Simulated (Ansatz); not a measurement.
Consider WSi2 (space group I4/mmm, No. 139; a = 3.211 Å, c = 7.805 Å; relaxed with 0.1 eV smearing). Axes: x, y, z lie along a, b, c of the conventional cell.

The values are results of r2SCAN (Ansatz, a first-principles code, PAW, no spin-orbit coupling), not measurements.

For the base:

```
Property                            Value
-----------------------------  ----------
Pressure                          0.0 GPa
Shortest interatomic distance  4.872 bohr
```

It is then changed as follows: biaxial strain +1.82 %, plane normal [001], relaxed out of plane (Cartesian); in-plane vectors clamped, the third vector and the atoms free.

Task: How does this affect the pressure?

Result: The pressure (mean of the normal stresses, compression positive) goes from zero to -6.0 GPa.

Task: Predict the new shortest interatomic distance.

Result: The shortest interatomic distance decreases by 0.040 bohr (4.872 bohr → 4.832 bohr).

Task: What does the calculation give for the out-of-plane strain after the change?

Result: The out-of-plane strain amounts to -0.57 %.

Stability against distortions was not tested. The final runs are not spin-polarised.
